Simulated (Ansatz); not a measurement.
The starting structures come from a database of crystals and need not be the phases stable at ambient conditions.

Inside the gap of an insulator the Bloch states are evanescent, with a wavenumber k + iκ along the transport direction.

Input:

```xyz
5
Lattice="3.9949 0.0000 0.0000 0.0000 3.9949 0.0000 0.0000 0.0000 3.8750" Properties=species:S:1:pos:R:3 pbc="T T T"
K      1.9974     1.9974     1.9375
Ta     0.0000     0.0000     0.0000
O      0.0000     1.9974     0.0000
O      1.9974     0.0000     0.0000
O      0.0000     0.0000     1.9375
```

The cell is strained (lengths along the current scaled by 0.97, ions clamped); by r2SCAN it stands under a pressure of 6.4 GPa.

Transport runs along the normal of the first two printed cell vectors, the (001) (indices of the unstrained crystal) plane of the conventional cell.

The gap is the functional's own. No spin-orbit coupling. Mid-gap values are those at the computed energy nearest the middle.

Task: Estimate the band gap and the smallest decay constant κ at mid-gap that Ansatz (a quantum-chemistry and plane-wave program) with r2SCAN returns for this system.

Result: Gap 2.63 eV on a 8×8×8 mesh; κ = 0.255 1/Å, at the zone centre.
